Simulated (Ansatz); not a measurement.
Rb2TlRhF6 (space group Fm-3m, No. 225; a cell from a computed database, its experimental status unchecked)

```xyz
10
Lattice="0.0000 4.5276 4.5276 4.5276 0.0000 4.5276 4.5276 4.5276 0.0000" Properties=species:S:1:pos:R:3 pbc="T T T"
Rb     2.2638     2.2638     2.2638
Rb     6.7915     6.7915     6.7915
Tl     4.5276     4.5276     4.5276
Rh     0.0000     0.0000     0.0000
F      4.5276     4.5276     1.9815
F      4.5276     4.5276     7.0738
F      1.9815     4.5276     4.5276
F      7.0738     4.5276     4.5276
F      4.5276     1.9815     4.5276
F      4.5276     7.0738     4.5276
```

All numbers come from PBEsol (Ansatz, a program for electronic structure), no spin-orbit coupling. Γ-centred 7×7×7 mesh, Fermi–Dirac width 0.05 eV.

| Item | Result |
|---|---|
| Volume per atom | 18.56 Å³ |
| Density | 5.30 g/cm³ |
| Band gap | 1.89 eV, indirect, X → K–Γ (33 % along) |
| Lowest conduction-band minima above the VBM | a point along ⟨110⟩, about 0.5 Å⁻¹ from Γ 1.89 eV; L along ⟨111⟩ 1.90 eV; a point along ⟨100⟩, about 0.3 Å⁻¹ from Γ 2.07 eV |
| Total energy | -2887.546 eV/atom (σ→0; compares only within this code and set-up) |

With Tl present, leaving out spin-orbit coupling can change the band edges. Gaps are Kohn–Sham eigenvalue differences; semilocal functionals usually give less than the measured gap. Stability against distortions was not tested.
